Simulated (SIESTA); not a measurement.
Worked example: self-consistent single point of Cs (Im-3m, 1 atom in the cell) in SIESTA.

Method: GGA PBEsol, numerical atomic orbitals DZP, PseudoDojo PBEsol standard norm-conserving potentials (rewritten from UPF to PSML) (SIESTA).

The change in words: lattice scaled by 0.98; kgrid.MonkhorstPack: 8 8 8 → 10 10 10. Reference geometry:
```yaml
crystal:
  lattice:
    - [-3.03475, 3.03475, 3.03475]
    - [3.03475, -3.03475, 3.03475]
    - [3.03475, 3.03475, -3.03475]
  atoms:
    - { symbol: Cs, position: [0.00000, 0.00000, 0.00000] }
```

Reference input (self-consistent single point, DFT, GGA PBEsol, numerical atomic orbitals DZP, PseudoDojo PBEsol standard norm-conserving potentials (rewritten from UPF to PSML)): XC.functional = GGA; XC.authors = PBEsol; potentials = PseudoDojo PBEsol standard; PAO.BasisSize = DZP; PAO.EnergyShift = 0.005 Ry; MeshCutoff = 400 Ry; kgrid.MonkhorstPack = 8 8 8; OccupationFunction = MP; OccupationMPOrder = 0; ElectronicTemperature = 100 meV; MaxSCFIterations = 150; SCF.Mixer.Method = Broyden. This run's input differs from it in these lines:

```diff
@@ -9,7 +9,7 @@
 %endblock ChemicalSpeciesLabel
-LatticeConstant              5.256341 Ang
+LatticeConstant              5.151214 Ang
 %block LatticeVectors
-    -0.577350290    0.577350290    0.577350290
-     0.577350290   -0.577350290    0.577350290
-     0.577350290    0.577350290   -0.577350290
+    -0.577350310    0.577350310    0.577350310
+     0.577350310   -0.577350310    0.577350310
+     0.577350310    0.577350310   -0.577350310
 %endblock LatticeVectors
@@ -26,5 +26,5 @@
 %block kgrid.MonkhorstPack
-    8   0   0  0.0
-    0   8   0  0.0
-    0   0   8  0.0
+   10   0   0  0.0
+    0  10   0  0.0
+    0   0  10  0.0
 %endblock kgrid.MonkhorstPack
```

Output, abridged:

```
        iscf     Eharris(eV)        E_KS(eV)     FreeEng(eV)     dDmax    Ef(eV) dHmax(eV)
   scf:    1     -635.183788     -635.508319     -635.515137  0.274305 -2.359834  1.291296
   scf:    2     -635.540132     -635.524570     -635.531324  0.027832 -2.395103  0.876777
   scf:    3     -635.548670     -635.537969     -635.544608  0.055613 -2.469291  0.016192
   scf:    4     -635.537983     -635.537976     -635.544612  0.001127 -2.472035  0.004057
   scf:    5     -635.537980     -635.537978     -635.544613  0.000252 -2.473155  0.002829
   [... 5 lines left out ...]
   scf:   11     -635.537981     -635.537981     -635.544613  0.000023 -2.475438  0.000309
   scf:   12     -635.537981     -635.537981     -635.544613  0.000016 -2.475511  0.000229
   scf:   13     -635.537982     -635.537981     -635.544613  0.000012 -2.475563  0.000172
   scf:   14     -635.537982     -635.537982     -635.544613  0.000009 -2.475601  0.000129
SCF Convergence by DM+H criterion
max |DM_out - DM_in|         :     0.0000090357
max |H_out - H_in|      (eV) :     0.0001290345
SCF cycle converged after 14 iterations

Using DM_out to compute the final energy and forces

siesta: E_KS(eV) =             -635.5380

siesta: E_KS - E_eggbox =      -635.5380

siesta: Atomic forces (eV/Ang):
     1   -0.000000   -0.000000   -0.000000
   Tot   -0.000000   -0.000000   -0.000000
   Max    0.000000
   Res    0.000000    sqrt( Sum f_i^2 / 3N )
   Max    0.000000    constrained

Stress tensor Voigt[x,y,z,yz,xz,xy] (kbar):       -3.97       -3.97       -3.97        0.00        0.00        0.00
(Free)E + p*V (eV/cell)     -635.2838
Target enthalpy (eV/cell)     -635.5446

siesta: Program's energy decomposition (eV):
siesta: FreeEng =      -635.544613

siesta: Stress tensor (static) (eV/Ang**3):
siesta:    -0.002479    0.000000    0.000000
siesta:     0.000000   -0.002479    0.000000
siesta:     0.000000    0.000000   -0.002479

siesta: Cell volume =        105.222103 Ang**3

siesta: Pressure (static):
siesta:                Solid            Molecule  Units
siesta:           0.00002700          0.00002700  Ry/Bohr**3
siesta:           0.00247893          0.00247893  eV/Ang**3
siesta:           3.97168747          3.97168747  kBar
```

The run converged in 14 iterations. Against the reference run the free energy goes up by 9.2 meV/atom and the pressure goes from 0.19 to 0.40 GPa.

The starting cell has typed, rounded lattice constants, without a prior relaxation at this level. Its lattice was rescaled by up to half a per cent. For this run, on top of that: lattice scaled by 0.98. Values carry the incompleteness of an atom-centred basis.
